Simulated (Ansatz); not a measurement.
Take SnO$_{2}$ in the rutile structure (space group P4_2/mnm, No. 136; a = 4.7692 Å, c = 3.2120 Å) as the base. Axes: x, y, z lie along a, b, c of the conventional cell.

All numbers come from DFT with PBEsol, PAW potentials and a 420 eV plane-wave cutoff in Ansatz (a program for electronic structure), scalar-relativistic without spin-orbit coupling.

Before the change:

Band gap: 0.92 eV
Electron mass: 0.17 mₑ along c, 0.19 mₑ across (at Γ)
Valence-band top at Γ: 0.00, -0.77, -0.77 eV
Width of the top valence band: 1.24 eV

One thing is altered: the cell is compressed by 1.80 % along z with no lateral relaxation, atoms relaxed at fixed cell.

Problem. What does the calculation give for the band gap after the change?

Solution. The band gap increases by 0.25 eV, from 0.92 eV to 1.17 eV.

Problem. What does the calculation give for the electron mass after the change?

Solution. The electron mass goes from 0.17 mₑ along c, 0.19 mₑ across (at Γ) to 0.18 mₑ along z, 0.21 mₑ across (at Γ).

Problem. Predict the new valence-band top at Γ.

Solution. The valence-band top at Γ (three highest levels, from the VBM) becomes 0.00, -0.82, -0.82 eV (base: 0.00, -0.77, -0.77 eV).

Problem. What does the calculation give for the width of the top valence band after the change?

Solution. The width of the top valence band rises by 0.03 eV, from 1.24 eV to 1.27 eV.

The cells carry an imposed strain or load. Masses are band curvatures over ±0.01 Å⁻¹ around the edge. Stability against distortions was not tested.
